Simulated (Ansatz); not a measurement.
White tin (β-Sn) was calculated with r²SCAN-D4 (PAW; Ansatz, a quantum-chemistry and plane-wave program).

Settings: plane-wave cutoff 560 eV, 20×20×20 k mesh, Fermi–Dirac smearing 0.05 eV, scalar-relativistic PAW data made under PBE.

Shape and atoms are relaxed at each volume.

Pressure at four volumes; x = ln(V/27.217 Å³). One pressure is withheld.

```
V (Å³/atom)        x  P (GPa)
-----------  -------  -------
26.129       -0.0408     2.54
27.217        0.0000     0.00
27.762        0.0198    -1.07
28.306        0.0392        ?
```

### Question
Pass a parabola P(x) through the three rows shown, estimate the bulk modulus and its pressure derivative near zero pressure, and predict the withheld pressure.

### Answer
Slopes between the rows: (0.00 − (2.54))/(0.0000 − (-0.0408)) = -62.25 and (-1.07 − (0.00))/(0.0198 − (0.0000)) = -54.04 GPa. Their difference over the span 0.0606 is c = 8.21/0.0606 = 135.5 GPa, so P(x) = 2.54 + (-62.25)(x − (-0.0408)) + 135.5 (x − (-0.0408))(x − (0.0000)). At the middle row B = −dP/dx = −[-62.25 + 135.5 × 0.0408] = 56.7 GPa, and B′ = dB/dP = 2c/B = 4.8. At x = 0.0392 the parabola gives -2.02 GPa; the run gives -2.02 GPa. The Birch–Murnaghan fit to the energies at all volumes has B0 = 56.4 GPa and B′ = 4.8.

Measured, for comparison: bulk modulus 57.0 GPa (temperature not stated, not corrected to a static lattice; as tabulated in Chen et al. (2023), arXiv:2209.05059). Computed (rounded) less measured: bulk modulus -1 %.

Note: the bulk modulus comes from volumes at which shape and atoms were relaxed.

Spin–orbit coupling is not included.
